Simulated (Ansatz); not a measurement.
Start from Ag2S in the anti-fluorite structure (space group Fm-3m, No. 225; a = 6.090 Å; a model cell, its experimental status unchecked).

Modification: full substitution S → Pt, then cell and atoms are relaxed.

Levels (all Ansatz, a quantum-chemistry and plane-wave program, PAW): PBEsol (420 eV, without spin-orbit coupling); PBEsol+SOC (420 eV, with spin-orbit coupling).

The geometry is relaxed with PBEsol.

| Property | Result |
|---|---|
| PBEsol pressure | 0.0 GPa |

**Question.** What does PBEsol+SOC give at this geometry for the pressure?

**Answer.** The pressure goes from zero to -0.2 GPa.

Single points use the geometry relaxed with PBEsol. Differences between runs with and without spin-orbit coupling are approximate. No phonon test of stability was made. As relaxed here, Ag2Pt is a hypothetical phase, not in the database extracts checked. The runs without spin-orbit coupling are not spin-polarised. This is not the structure that Ag2S has at room temperature and ambient pressure.
